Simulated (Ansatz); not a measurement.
Consider the following.

End structure of a constructed model of the (0001) surface of hcp Ru, a pseudomorphic layer of Al in the other hollow (bottom of the slab: a bare face, its two planes held):

```
CELL_PARAMETERS angstrom
      2.72140     0.00000     0.00000
     -1.36070     2.35680     0.00000
      0.00000     0.00000    29.50000
ATOMIC_POSITIONS crystal
  Ru 0.66667 0.33333 0.27901
  Ru 0.33333 0.66667 0.35178
  Ru 0.66667 0.33333 0.42428
  Ru 0.33333 0.66667 0.49778
  Ru 0.66667 0.33333 0.56973
  Ru 0.33333 0.66667 0.64244
  Al 0.00000 0.00000 0.71549
```

Model: 7-atom slab, 13.0 Å thick at the start with caps and adatoms (thin: gaps and levels are the slab's own), 16x16x1 mesh, Fermi-Dirac 0.1 eV, dipole correction, 2 atoms held, the rest relaxed; held to the start's symmetry, so lower structures may exist; no spin, no spin-orbit, no U. In PBE it lies 0.05 eV a 1x1 cell over the lowest computed structure of the same composition (a pseudomorphic layer of Al in the host's stacking).

What work function of the top face does Ansatz (a program for electronic structure) with PBE give?

4.35 eV
